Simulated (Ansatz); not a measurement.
Q: Name crystals whose logarithmic mean phonon energy lies between 4.3 and 6.7 meV and whose mean free path at 300 K lies between 3.6 and 5.5 nm, by PBEsol, DFPT electron-phonon coupling, linearised Boltzmann equation (Ansatz, a quantum-chemistry and plane-wave program).

A: Many crystals can fit; among those computed here:
- YPb3 (Pm-3m): 6.6 meV, 4.8 nm

Metals; harmonic phonons alone scatter; means over directions. The mean free path is weighted by the current that each state carries. Halving the electron mesh moves these values by up to 10 %; q meshes are mostly untested. Spin-orbit coupling is left out.

Formula and space group known from diffraction (Crystallography Open Database), not checked to be the room-temperature form: YPb3 (Pm-3m).
